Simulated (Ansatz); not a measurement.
Where the default PAW files enter, the runs use the earlier of Ansatz's two default sets.

Given:

```xyz
10
Lattice="4.8050 0.0000 0.0000 2.4025 4.5868 0.0000 2.4025 1.2584 3.9664" Properties=species:S:1:pos:R:3 pbc="T T T"
Al     2.4025     2.7378     0.5866
Al     7.2075     3.1075     3.3798
Al     4.8050     4.7717     1.3966
Al     4.8050     1.0736     2.5699
O      4.0695     2.3345     3.7438
O      5.5405     3.5108     0.2227
O      3.8735     1.4613     0.9916
O      5.7365     4.3839     2.9748
O      6.4720     1.8466     2.2059
O      3.1380     3.9987     1.7605
```

Space group of this cell: R-3c, corundum. The cell is taken as given; by r2SCAN its mean pressure is -7.1 GPa.

Computed with r2SCAN (plane waves, PAW; Ansatz, an electronic-structure program).

The current runs along the normal of the first two printed vectors; no spin-orbit coupling. Scaled by the factor s: all lengths (ions clamped). The meshes follow the cell: 8×8×8 and 8×8 across at s = 0.98, 8×8×8 and 8×8 across at s = 1.00, 8×8×8 and 8×6 across at s = 1.02.

```json
[
 {"s": "0.98", "mean pressure (GPa)": "8.6", "band gap (eV)": "?"},
 {"s": "1.00", "mean pressure (GPa)": "-7.1", "band gap (eV)": "6.76"},
 {"s": "1.02", "mean pressure (GPa)": "-19.1", "band gap (eV)": "6.02"}
]
```

**Question.** Take the slope of the band gap against ln s from the two given rows, extrapolate to s = 0.98, and say what the run there gives.

**Answer.** Slope = (6.02 − 6.76) / ln 1.02 = -37.4 eV. The line gives 6.76 + (-37.4) × ln 0.98 = 7.51 eV. The run gives 7.55 eV, 0.04 eV over the line, 5 % of the predicted step.
